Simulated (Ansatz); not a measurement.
Take AlN in the zinc blende structure (space group F-43m, No. 216; a = 4.3777 Å) as the base.

Level of theory: PBEsol (Ansatz, an electronic-structure program), spin-orbit coupling left out.

```
level   band gap
------  --------
PBEsol   3.19 eV
```

From these computed values, estimate the measured ones, and say how each level misses.

Measured: band gap 5.34 eV (temperature not stated; as listed in Daiki Deguchi et al., Japanese Journal of Applied Physics (2016)). Computed minus measured — band gap: PBEsol -2.15 eV. Measured values not marked as corrected hold thermal and zero-point effects that the static-lattice runs lack. A measured gap can be an optical one, lowered by exciton binding.

Whether these cells are dynamically stable was not tested. This is not the structure that AlN has at room temperature and ambient pressure.
